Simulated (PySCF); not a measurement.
PySCF 2.14.0, B3LYP/def2-tzvp, df: C=[C]F, charge +1, multiplicity 1, 5 atoms. The geometry is a generated start, not checked to be a minimum at this level.

```
Item                           Value
-------------------  ---------------
task                          energy
method                         b3lyp
basis                      def2-tzvp
two-electron scheme  density fitting
mol.max_memory               3000 MB
mf.max_cycle                     100
mf.init_guess        minao (default)
mf.DIIS              CDIIS (default)
mf.diis_space            8 (default)
mf.conv_tol          1e-09 (default)
mf.grids.level           3 (default)
basis functions                  105
grid points                    62120
```

```xyz
5

C     -0.4773     0.0715     0.0124
C      0.7513    -0.1211    -0.0160
F      1.9581    -0.2976    -0.0520
H     -1.0106     0.9041    -0.4613
H     -1.2215    -0.5569     0.5169
```

Charge 1 and multiplicity 1 are set for this test and not shown to be the ground state.

One run each on 2 threads, 1 BLAS thread. Values of level_shift (Hartree) tried: 0 (default), 0.1, 0.3, 1.

Task: How does the count of Fock builds change with level_shift (Hartree), and where is it least?

Result: Fewest Fock builds, within one of each other: 0 (default) with 12, 0.1 with 12. The count rises to 30 at 1. All converge to one solution.

| level_shift (Hartree) | Fock builds | end |
|---|---|---|
| 0 (default) | 12 | same solution |
| 0.1 | 12 | same solution |
| 0.3 | 15 | same solution |
| 1 | 30 | same solution |
